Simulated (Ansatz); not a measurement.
# GaN, pressure series

Consider GaN in the wurtzite structure (space group P6_3mc, No. 186; a = 3.183 Å, c = 5.184 Å).

Cell and atoms are relaxed at each pressure.

The values are results of DFT with r2SCAN, PAW potentials and a 500 eV plane-wave cutoff in Ansatz (a quantum-chemistry and plane-wave program), scalar-relativistic without spin-orbit coupling, not measurements.

```
P (GPa)  V (Å³/atom)
-------  -----------
-2.00         11.490
-1.00         11.430
3.00          11.205
7.00          11.001
14.99         10.644
29.99         10.103
49.99          9.546
74.99          9.011
99.99          8.588
```

Question: Fit a third-order Birch–Murnaghan equation of state.

Answer: Least squares on P(V) = (3B₀/2)[(V₀/V)^(7/3) − (V₀/V)^(5/3)]·[1 + (3/4)(B₀′ − 4)((V₀/V)^(2/3) − 1)] gives V₀ = 11.37 Å³/atom, B₀ = 199 GPa and B₀′ = 4.1.

Between the base and pressure 15 GPa the gap moves from 2.35 eV to 2.81 eV, a mean slope of 31 meV/GPa.

Load acts through the strain it causes; cell and atoms are relaxed under it. Stability against distortions was not tested. Measured, GaN leaves this structure (for rock salt) near 47 GPa (temperature not stated; as listed in Datta, Sujoy, Jana, Debnarayan, arXiv (2020)), on rising pressure, with hysteresis.
